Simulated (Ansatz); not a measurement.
Hypothetical zinc blende LaN, response to strain

The reference is LaN in the zinc blende structure (space group F-43m, No. 216; a hypothetical phase, not in the database extracts checked).

```
CELL_PARAMETERS angstrom
      0.00000     2.77323     2.77323
      2.77323     0.00000     2.77323
      2.77323     2.77323     0.00000
ATOMIC_POSITIONS crystal
  N  0.75000 0.75000 0.75000
  La 0.00000 0.00000 0.00000
```

Cartesian axes are those of the cell as printed.

Strains are applied to the cell and any free atomic positions relax; under biaxial strain the out-of-plane vector relaxes too.

Calculations: DFT with PBEsol, PAW potentials and a 420 eV plane-wave cutoff in Ansatz (a first-principles code), scalar-relativistic without spin-orbit coupling.

| variant | gap character | smallest direct gap | band gap | space group |
|---|---|---|---|---|
| base | indirect, X → Γ | 2.22 eV | 1.07 eV | F-43m (No. 216) |
| biaxial strain −2.90 %, plane normal [001], relaxed out of plane | indirect, X → Γ | 2.07 eV | 1.03 eV | I-4m2 (No. 119) |
| biaxial strain +0.53 %, plane normal [111], relaxed out of plane | indirect, F → Γ | 2.21 eV | 1.06 eV | R3m (No. 160) |
| isotropic strain −4.23 % | indirect, X → Γ | 2.41 eV | 1.07 eV | F-43m (No. 216) |
| isotropic strain +4.73 % | indirect, X → Γ | 2.03 eV | 0.99 eV | F-43m (No. 216) |
| tensor shear ε_xy = +3.09 % | indirect, X → Γ | 2.15 eV | 1.02 eV | Imm2 (No. 44) |
| tensor shear ε_yz = −1.06 % | indirect, X → Γ | 2.20 eV | 1.05 eV | Imm2 (No. 44) |

No phonon test of stability was made. Labels are those of the standard path for the cell's own space group.
